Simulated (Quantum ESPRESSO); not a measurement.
A self-consistent single point of NaIn (Fd-3m, 4 atoms in the cell) with Quantum ESPRESSO.

Method: PBEsol-D3(0), GBRV 1.5 ultrasoft (PBESOL) pseudopotentials (plane waves; Quantum ESPRESSO).

```
NaIn
1.0
   -3.75655     0.00000     3.75655
    0.00000     3.75655     3.75655
   -3.75655     3.75655     0.00000
In Na
2 2
Cartesian
  0.00000   0.00000   0.00000
 -1.87827   1.87827   1.87827
 -3.75655   3.75655   3.75655
 -5.63482   5.63482   5.63482
```

Reference input (self-consistent single point, DFT, PBEsol, plane waves, GBRV 1.5 ultrasoft (PBESOL) pseudopotentials): ecutwfc = 40 Ry; ecutrho = 200 Ry; occupations = smearing; smearing = gauss; degauss = 0.0073499 Ry; potentials = {In: in_pbesol_v1.4.uspp.F.UPF, Na: na_pbesol_v1.5.uspp.F.UPF}; K_POINTS = automatic 6 6 6 0 0 0; conv_thr = 1e-10 Ry. This run's input differs from it in these lines:

```diff
@@ -18,2 +18,5 @@
  degauss = 0.0073499
+ vdw_corr = 'grimme-d3'
+ dftd3_version = 3
+ dftd3_threebody = .false.
 /
```

Output (repeated stretches shortened):

```
     Self-consistent Calculation

     iteration #  1     ecut=    40.00 Ry     beta= 0.70

     total energy              =    -455.17012569 Ry
     estimated scf accuracy    <       4.31500826 Ry

     iteration #  2     ecut=    40.00 Ry     beta= 0.70

     total energy              =    -456.61885374 Ry
     estimated scf accuracy    <       0.91553998 Ry

     iteration #  3     ecut=    40.00 Ry     beta= 0.70

     total energy              =    -456.79156567 Ry
     estimated scf accuracy    <       0.02358509 Ry

   [... 5 blocks of this kind left out ...]

     iteration #  9     ecut=    40.00 Ry     beta= 0.70

     total energy              =    -456.79685793 Ry
     estimated scf accuracy    <          1.6E-09 Ry

     iteration # 10     ecut=    40.00 Ry     beta= 0.70
     End of self-consistent calculation

     the Fermi energy is     6.4934 ev

!    total energy              =    -456.79685793 Ry
     estimated scf accuracy    <          7.7E-12 Ry
     smearing contrib. (-TS)   =      -0.00051674 Ry
     internal energy E=F+TS    =    -456.79634119 Ry

     DFT-D3 Dispersion         =      -0.06006354 Ry

     convergence has been achieved in  10 iterations

     Forces acting on atoms (cartesian axes, Ry/au):

     atom    1 type  1   force =    -0.00000000    0.00000000    0.00000000
   [... zero for the other atoms too ...]

     Total force =     0.000000     Total SCF correction =     0.000000

          total   stress  (Ry/bohr**3)                   (kbar)     P=      -26.15
  -0.00017778   0.00000000   0.00000000          -26.15        0.00        0.00
   0.00000000  -0.00017778  -0.00000000            0.00      -26.15       -0.00
   0.00000000  -0.00000000  -0.00017778            0.00       -0.00      -26.15

   JOB DONE.
```

The run converged in 10 iterations. Against the reference run the pressure goes from -2.14 to -2.62 GPa.

The starting cell comes from a database of published, mostly measured structures (it also holds non-ambient and calculated ones), without a prior relaxation at this level. Its lattice was rescaled by a random factor within 2.5 % of one.

Cost on one core of a shared machine: roughly 40 s.
